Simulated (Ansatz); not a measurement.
Element substitutions in MgO

The reference is MgO in the rock salt structure (space group Fm-3m, No. 225).

Space group Fm-3m (No. 225); a = b = c = 4.2149 Å, α = β = γ = 90.00°

| atom | site | symmetry | x | y | z |
|---|---|---|---|---|---|
| O | 4a | m-3m | 0.0000 | 0.0000 | 0.0000 |
| Mg | 4b | m-3m | 0.5000 | 0.5000 | 0.5000 |
(The calculation used a cell of 2 atoms; values per cell refer to that cell.)

Each row replaces one element on all its sites; cell and atoms are relaxed.

Computed with Ansatz (an electronic-structure program), PBEsol, PAW, cutoff 420 eV, no spin-orbit coupling, earlier PAW set.

| change | band gap | shortest interatomic distance | density |
|---|---|---|---|
| base | 4.62 eV | 2.107 Å | 3.58 g/cm³ |
| Mg → Sr | 3.20 eV | 2.561 Å | 5.12 g/cm³ |
| O → F | zero | 2.430 Å | 2.51 g/cm³ |
| Mg → Ca | 3.54 eV | 2.383 Å | 3.44 g/cm³ |

Stability against distortions was not tested. As relaxed here, MgF is a hypothetical phase, not in the database extracts checked. The final runs are not spin-polarised. An odd electron count without spin: MgF.
